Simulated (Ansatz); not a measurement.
GaP: element substitutions

Take GaP in the zinc blende structure (space group F-43m, No. 216; a = 5.451 Å) as the base.

Each row replaces one element on all its sites; cell and atoms are relaxed.

Level of theory: r2SCAN/PAW in Ansatz (a first-principles code), no spin-orbit coupling.

```tsv
variant	band gap	lattice parameter a
base	1.85 eV	5.451 Å
P → C	zero	4.652 Å
P → As	…	…
Ga → B	…	…
```

Problem. Some entries are withheld; estimate them.

Solution. 
- P → As, band gap: 0.96 eV
- P → As, lattice parameter a: 5.667 Å
- Ga → B, band gap: 1.41 eV
- Ga → B, lattice parameter a: 4.536 Å

Whether these cells are dynamically stable was not tested. As relaxed here, GaC is a hypothetical phase, not in the database extracts checked. All final runs are without spin polarisation. An odd electron count without spin: GaC.
